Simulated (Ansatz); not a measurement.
Si under load (space group Fd-3m), Ansatz (a program for electronic structure) with r2SCAN with spin-orbit coupling, rigid bands. Condition of this run: hydrostatic pressure of 7.2 GPa (compression positive) (the target of the relaxation). Band gap 0.62 eV, N_c = 2.85e19 cm⁻³ and N_v = 2.00e19 cm⁻³ at 300 K, conductivity masses of 0.277 mₑ (electrons) and 0.346 mₑ (holes). Take k_BT = 0.02585 eV.

### Question
Find the intrinsic carrier density and the intrinsic Fermi level.

### Answer
n_i = √(N_c N_v) exp(−E_g/2k_BT) = 2.39e19 × exp(−11.99) = 1.5e14 cm⁻³. The level lies (k_BT/2) ln(N_v/N_c) = -5 meV from mid-gap (positive towards the conduction band). Each 0.1 eV added to the gap lowers n_i by a factor of 6.9.

### Question
What thermal injection velocity √(2k_BT/πm) limits a ballistic channel?

### Answer
1.02e7 cm/s for electrons and 9.15e6 cm/s for holes, a ratio of √(m_h/m_e) = 1.12, for dilute carriers.

### Question
What built-in voltage has an abrupt junction with N_A = 1e17 and N_D = 1e18 cm⁻³, all dopants ionised?

### Answer
V_bi = E_g/e − (k_BT/e) ln(N_c N_v/(N_A N_D)) = 0.62 − 0.02585 × 8.65 = 0.40 V, for the computed gap.

Rigid bands with the computed gap; masses take one relaxation time for all states. Geometry: cell and atoms relaxed with PBEsol.
